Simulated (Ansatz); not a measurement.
The starting structures come from a database of crystals and need not be the phases stable at ambient conditions.

 Where the default PAW files enter, the runs use the earlier of Ansatz's two default sets.

# Evanescent states of Rb₂SnCl₆ (Fm-3m, not sure to be the ambient phase, 9 atoms a cell, 29.2 Å³ an atom) along the normal of (001)

Level of theory: r2SCAN (plane waves, PAW; Ansatz, a quantum-chemistry and plane-wave program).

No gap correction and no spin-orbit coupling; mid-gap values are interpolated between computed energies.

Energies count from the valence-band top; κ is the least over a 4×4 mesh across the current.

| E (eV) | κ (1/Å) | where |
|---|---|---|
| 0.07 | 0.142 | Γ |
| 0.23 | 0.238 | Γ |
| 0.38 | 0.300 | Γ |
| 0.53 | 0.346 | Γ |
| 0.68 | 0.363 | Γ |
| 0.82 | 0.361 | Γ |
| 0.97 | 0.357 | Γ |
| 1.12 | 0.355 | Γ |
| 1.27 | 0.352 | Γ |
| 1.43 | 0.347 | Γ |
| 1.57 | 0.340 | Γ |
| 1.73 | 0.332 | Γ |
| 1.88 | 0.321 | Γ |
| 2.02 | 0.308 | Γ |
| 2.17 | 0.292 | Γ |
| 2.33 | 0.273 | Γ |
| 2.48 | 0.249 | Γ |
| 2.62 | 0.219 | Γ |
| 2.77 | 0.179 | Γ |
| 2.92 | 0.120 | Γ |

Question: How thick must the barrier be to attenuate the transmission by 10^6 when the electrodes' Fermi level lies at 1.88 eV, and what attenuation does that film give at 1.73 eV?

Answer: d = 6 ln 10 / (2 × 0.321) = 21.5 Å. At 1.73 eV it gives 6 × 0.332/0.321 = 6.2 decades.
